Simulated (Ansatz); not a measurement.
Total g(r) from a molecular-dynamics run [in the run: mean pressure 0.5 GPa against a target of 0; one k-point, which a denser mesh shifts by 0.1 GPa in pressure and 0.05 eV/Å in forces]. All values below come from PBE (plane waves, PAW; Ansatz, an electronic-structure program).

| r (Å) | g(r) |
|---|---|
| 1.02 | 0.00 |
| 1.14 | 0.00 |
| 1.26 | 0.00 |
| 1.38 | 0.00 |
| 1.50 | 0.00 |
| 1.62 | 0.00 |
| 1.74 | 0.00 |
| 1.86 | 0.00 |
| 1.98 | 0.00 |
| 2.10 | 0.01 |
| 2.22 | 0.03 |
| 2.34 | 0.24 |
| 2.46 | 0.90 |
| 2.58 | 1.86 |
| 2.70 | 2.65 |
| 2.82 | 2.75 |
| 2.94 | 2.30 |
| 3.06 | 1.88 |
| 3.18 | 1.39 |
| 3.30 | 1.07 |
| 3.42 | 0.78 |
| 3.54 | 0.61 |
| 3.66 | 0.53 |
| 3.78 | 0.50 |
| 3.90 | 0.49 |
| 4.02 | 0.50 |
| 4.14 | 0.55 |
| 4.26 | 0.63 |
| 4.38 | 0.77 |
| 4.50 | 0.91 |
| 4.62 | 1.10 |
| 4.74 | 1.22 |

Problem. Which system gave this curve?
A) TiAl, liquid, 1634 K (no melting point cited, so perhaps supercooled)
B) LiCl (rock salt), crystal, 664 K
C) HfO2 (fluorite type; a high-temperature form), crystal, 2259 K
D) GaN (zinc blende; a metastable form), crystal, 971 K

Solution. A, TiAl, liquid, 1634 K (no melting point cited, so perhaps supercooled)
